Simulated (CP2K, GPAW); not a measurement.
A GPAW input for a self-consistent single point of Nb₆GePt (Pm-3, 8 atoms in the cell) (DFT LDA (Perdew-Wang 92), plane waves, GPAW PAW datasets LDA (gpaw-data 1.0.1)):

```python
from ase import Atoms
from ase.units import GPa
from gpaw import GPAW, PW

atoms = Atoms(['Nb', 'Nb', 'Nb', 'Nb', 'Nb', 'Nb', 'Ge', 'Pt'],
              cell=[[4.964924, 0.000000, 0.000000],
                    [0.000000, 4.964924, 0.000000],
                    [0.000000, 0.000000, 4.964924]],
              scaled_positions=[[0.000000, 0.500000, 0.749890],
                                [0.000000, 0.500000, 0.250110],
                                [0.749890, 0.000000, 0.500000],
                                [0.250110, 0.000000, 0.500000],
                                [0.500000, 0.749890, 0.000000],
                                [0.500000, 0.250110, 0.000000],
                                [0.000000, 0.000000, 0.000000],
                                [0.500000, 0.500000, 0.500000]],
              pbc=True)

calc = GPAW(mode=PW(550),
            xc='LDA',
            kpts=(5, 5, 5),
            occupations={'name': 'methfessel-paxton', 'width': 0.1, 'order': 0},
            nbands=-16,
            convergence={'forces': 0.001},
            symmetry={'symmorphic': False, 'tolerance': 0.0005},
            maxiter=100)

atoms.calc = calc

energy = atoms.get_potential_energy()
print('Energy (eV):', round(energy, 6))
forces = atoms.get_forces()
print('Forces (eV/Ang):')
print(forces.round(5))
stress = atoms.get_stress()
print('Stress (GPa, Voigt):', (stress / GPa).round(4))
```

Problem. Give the CP2K input for the same structure, mesh, smearing and functional.

Solution. This is the input that was run; spellings and numerical settings could be chosen otherwise.

```
&GLOBAL
  PROJECT calc
  RUN_TYPE ENERGY_FORCE
  PRINT_LEVEL LOW
&END GLOBAL
&FORCE_EVAL
  METHOD Quickstep
  STRESS_TENSOR ANALYTICAL
  &DFT
    BASIS_SET_FILE_NAME BASIS_MOLOPT
    POTENTIAL_FILE_NAME GTH_POTENTIALS
    &QS
      METHOD GPW
      EPS_DEFAULT 1E-11
    &END QS
    &MGRID
      CUTOFF 500
      REL_CUTOFF 40
      NGRIDS 5
    &END MGRID
    &SCF
      SCF_GUESS ATOMIC
      EPS_SCF 1E-6
      MAX_SCF 100
      ADDED_MOS 17
      &DIAGONALIZATION
        ALGORITHM STANDARD
      &END DIAGONALIZATION
      &MIXING
        METHOD BROYDEN_MIXING
        ALPHA 0.2
        NBUFFER 10
      &END MIXING
      &SMEAR ON
        METHOD GAUSSIAN
        SIGMA [eV] 0.1
      &END SMEAR
    &END SCF
    &KPOINTS
      SCHEME MONKHORST-PACK 5 5 5
    &END KPOINTS
    &XC
      &XC_FUNCTIONAL PADE
      &END XC_FUNCTIONAL
    &END XC
    &PRINT
      &MO
        EIGENVALUES T
        OCCUPATION_NUMBERS T
        NDIGITS 8
        FILENAME mo
        &EACH
          QS_SCF 0
        &END EACH
        ADD_LAST NUMERIC
      &END MO
      &MULLIKEN OFF
      &END MULLIKEN
    &END PRINT
  &END DFT
  &SUBSYS
    &CELL
      ABC 4.96492400 4.96492400 4.96492400
      ALPHA_BETA_GAMMA 90.00000000 90.00000000 90.00000000
      PERIODIC XYZ
    &END CELL
    &COORD
      SCALED
      Nb       0.00000000     0.50000000     0.74989000
      Nb       0.00000000     0.50000000     0.25011000
      Nb       0.74989000     0.00000000     0.50000000
      Nb       0.25011000     0.00000000     0.50000000
      Nb       0.50000000     0.74989000     0.00000000
      Nb       0.50000000     0.25011000     0.00000000
      Ge       0.00000000     0.00000000     0.00000000
      Pt       0.50000000     0.50000000     0.50000000
    &END COORD
    &KIND Nb
      BASIS_SET DZVP-MOLOPT-SR-GTH
      POTENTIAL GTH-PADE-q13
    &END KIND
    &KIND Ge
      BASIS_SET DZVP-MOLOPT-SR-GTH
      POTENTIAL GTH-PADE-q4
    &END KIND
    &KIND Pt
      BASIS_SET DZVP-MOLOPT-SR-GTH
      POTENTIAL GTH-PADE-q18
    &END KIND
  &END SUBSYS
  &PRINT
    &FORCES ON
    &END FORCES
    &STRESS_TENSOR ON
    &END STRESS_TENSOR
  &END PRINT
&END FORCE_EVAL
```

Basis, cutoffs, solver keys and any potentials are the target program's own. This input uses DFT LDA (Pade form), GPW, DZVP-MOLOPT-SR-GTH basis, GTH-PADE potentials (GTH_POTENTIALS). LDA parametrisations can differ slightly between programs.

The starting cell comes from a database of computed structures (which also holds hypothetical and non-ambient phases and stackings), without a prior relaxation at this level. Its lattice was rescaled by a random factor within 2.5 % of one. For this run, on top of that: lattice scaled by 0.98.
